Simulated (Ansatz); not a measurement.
# Al2Au: response to strain

Take Al2Au (space group Fm-3m, No. 225; a = 6.0032 Å; relaxed with 0.1 eV smearing) as the base. Axes: x, y, z lie along the cube axes.

Strains are applied to the cell and any free atomic positions relax; under biaxial strain the out-of-plane vector relaxes too.

The values are results of PBEsol/PAW in Ansatz (a first-principles code), without spin-orbit coupling, not measurements.

| biaxial strain, plane normal [111], relaxed out of plane (%) | out-of-plane strain (%) |
|---|---|
| 0 | 0.00 |
| 0.42 | -0.35 |
| 0.83 | ? |
| 1.25 | -1.02 |
| 1.67 | -1.34 |
| 2.08 | -1.65 |
| 2.5 | -1.95 |

Problem. Fit ε⊥ = −νε + γε² (strains in %) to the rows shown and predict the withheld row.

Solution. Least squares on the printed values gives ν = 0.85 (the biaxial Poisson response) and γ = 0.028 (largest residual 0.00 %); this predicts -0.69 %, and the run gives -0.69 %, in agreement.

No phonon test of stability was made.
